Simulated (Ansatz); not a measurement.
Consider SiO₂ in the rutile structure (space group P4_2/mnm, No. 136; a = 4.2362 Å, c = 2.6905 Å). Axes: x, y, z lie along a, b, c of the conventional cell.

Method: PBE (Ansatz, a program for electronic structure, PAW, no SOC).

Now apply this change: compressive biaxial strain of 4.83 % in the plane normal to [001], as in epitaxy on a mismatched substrate; the out-of-plane cell vector and the atoms relax.

Problem. Estimate the effect on the in-plane stress.

Solution. The mean in-plane stress (compression positive) amounts to +30.2 GPa.

Problem. How does this affect the out-of-plane strain?

Solution. The out-of-plane strain is +2.94 %.

Whether these cells are dynamically stable was not tested.
